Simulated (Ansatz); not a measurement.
Base system: Mg in the hcp (Mg type) structure (space group P6_3/mmc, No. 194; a = 3.1667 Å, c = 5.1890 Å).

It is then changed as follows: cell and atoms relaxed at a pressure of 2.1 GPa.

Levels (all Ansatz, a quantum-chemistry and plane-wave program, PAW): PBEsol (420 eV, without spin-orbit coupling); r2SCAN (500 eV, spin-orbit coupling left out).

The geometry is relaxed with PBEsol.

* **PBEsol pressure**: 2.1 GPa

**Question.** What does r2SCAN give at this geometry for the pressure?

**Answer.** The pressure rises by 0.3 GPa (2.1 GPa → 2.4 GPa).

Single points use the geometry relaxed with PBEsol. Their cutoffs differ, which shifts pressures a little. Load acts through the strain it causes; cell and atoms are relaxed under it. Stability against distortions was not tested.
